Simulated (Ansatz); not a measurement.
Take TlBr in the CsCl type structure (space group Pm-3m, No. 221; a = 4.053 Å) as the base.

All numbers come from DFT with PBE, PAW potentials and a 420 eV plane-wave cutoff in Ansatz (a program for electronic structure), spin-orbit coupling left out.

Before the change:

| Property | Value |
|---|---|
| Pressure | -0.01 GPa |
| Electron mass | 0.18 mₑ along k, 0.24 mₑ across (at X) |
| Band gap | 1.99 eV |

It is then changed as follows: the cell is scaled by 1.0300 in all directions, atoms relaxed at fixed cell.

Question: What does the calculation give for the pressure, electron mass and band gap after the change?

Answer: The pressure drops by 1.385 GPa, from -0.01 GPa to -1.39 GPa; the electron mass changes from 0.18 mₑ along k, 0.24 mₑ across (at X) to 0.21 mₑ along k, 0.27 mₑ across (at X); the band gap grows by 0.19 eV (1.99 eV → 2.18 eV).

Spin-orbit coupling, missing from the scalar runs, can matter with Tl. The cells carry an imposed strain or load. Effective masses come from finite differences of ±0.01 Å⁻¹. Along k means along the line from Γ to the band edge. No phonon test of stability was made.
